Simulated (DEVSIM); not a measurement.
Device: n-channel Si planar bulk MOSFET with Al2O3, at 400 K.

| Property | Value |
|---|---|
| Gate length | 30 nm |
| Source drain length | 24 nm |
| Dielectric thickness | 2.4 nm |
| Lateral straggle | 2 nm |
| Underlap | 0 nm |
| Junction depth | 14.3 nm |
| Substrate depth | 103 nm |
| Gate work function | 4.24 eV |
| Source and drain doping | 1.3e20 cm⁻³, Gaussian tails under the gate |
| Body doping | 3.3e18 cm⁻³ |
| Lifetime | 3e-7 s |
| Supply | 0.7 V |
| Back or body bias | -0.5 V |

All mobilities are scaled by 0.15; velocity saturation, μ/(1 + (μE/vsat)^b)^(1/b) with b = 2 for electrons and 1 for holes and E the electric field along each mesh edge, is on. Mobility is constant in doping.

Constants are typed, rounded textbook-type inputs, not results; the design itself was drawn at random and stands for no fabricated device. Values at 300 K; Nc and Nv go as T^1.5, mobilities as T to minus their exponent, the gap by Varshni's rule with the affinity fixed.

Si: gap (eV) 1.124, affinity (eV) 4.05, permittivity 11.7, Nc (cm⁻³) 2.86e19, Nv (cm⁻³) 3.1e19, μn (cm²/Vs) 1417, μp (cm²/Vs) 470, T exponent of μn 2.3, T exponent of μp 2.2, vsat,n (cm/s) 1e7, vsat,p (cm/s) 8.4e6, Varshni α (eV/K) 0.000473, Varshni β (K) 636. Al2O3: gap (eV) 6.8, affinity (eV) 1.35, permittivity 9.

DEVSIM, 2D drift-diffusion, Boltzmann statistics, complete ionisation; no quantum confinement, tunnelling, impact ionisation, self-heating, contact resistance or fringe fields beside the gate. Metal contacts follow the ideal Schottky-Mott rule: no Fermi-level pinning, no interface dipoles.

Transfer curves, |Id| in μA/μm:

```csv
Vg (V),Vd = 0.05 V,Vd = 0.7 V
-0.21,9.656e-5,0.0006727
-0.175,0.0002004,0.001370
-0.14,0.0004166,0.002799
-0.105,0.0008674,0.005737
-0.07,0.001808,0.01179
-0.035,0.003770,0.02425
0,0.007864,0.04995
0.035,0.01639,0.1029
0.07,0.03414,0.2116
0.105,0.07094,0.4339
0.14,0.1469,0.8851
0.175,0.3026,1.789
0.21,0.6180,3.561
0.245,1.245,6.923
0.28,2.456,12.99
0.315,4.687,23.21
0.35,8.532,39.09
0.385,14.60,61.70
0.42,23.27,91.45
0.455,34.48,128.1
0.49,47.82,171.1
0.525,62.73,219.7
0.56,78.67,273.1
0.595,95.23,330.6
0.63,112.1,391.8
0.665,129.0,456.2
0.7,146.0,523.2
```

Q: Work out the subthreshold swing at low drain bias from the rows at -0.035 and 0 V, and compare it with the thermal limit.

A: log10(0.007864/0.003770) = 0.319 over 35.0 mV, so S = 110 mV/decade. The limit kT/q ln 10 is 79.4 mV/decade; the ratio is 1.38. This is the steepest step of the table.

Q: Find both thresholds at the constant current 0.1 μA × (1 μm/L) a micrometre, and the DIBL.

A: The current is 3.33 μA/μm. Interpolating ln Id gives 0.297 V and 0.207 V; their difference over the 0.65 V of drain bias is 140 mV/V.

Source and drain are degenerate, where Boltzmann statistics are only rough. The electric field that drives the saturation includes the junctions' built-in field, which lowers the mobility there even at small currents: subthreshold currents come out too low, a known weakness of this choice.
